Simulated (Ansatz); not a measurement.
Functionals compared on a constructed model of the (111)A surface of 3C silicon carbide, Si-terminated, (√3x√3)R30° Ga adatom at T4 (bottom of the slab: 3 H on 3 bottom sites), in Ansatz (plane waves, PAW). The structure was relaxed with PBE; the other rows are single points on it. Cutoff 420 eV (500 eV for r2SCAN). HSE06 used the coarser mesh 4x4x1.

Slab: 28 atoms, 11.0 Å thick at the start with caps and adatoms (thin: gaps and levels are the slab's own); k 6x6x1, smearing 0.025 eV, dipole-corrected; 6 atoms held, the rest relaxed; held to the start's symmetry, so lower structures may exist; no spin, no spin-orbit, no U. In PBE it is, or lies within 0.01 eV a 1x1 cell of, the lowest of the 2 structures of its composition computed so far; subsurface sites and larger cells were not tried. These notes are the PBE run's.

| functional | gap of the slab on its k-mesh (eV) | highest filled level below the top vacuum level (eV) | rough cost of the single point |
|---|---|---|---|
| PBE | 1.71 | 4.86 | – |
| r2SCAN | ___ | ___ | around 80 core-seconds (rough) |

Task: What belongs in the gaps?

Result: 
- r2SCAN, gap of the slab on its k-mesh (eV): 1.95
- r2SCAN, highest filled level below the top vacuum level (eV): 5.08

Ansatz is an electronic-structure program.
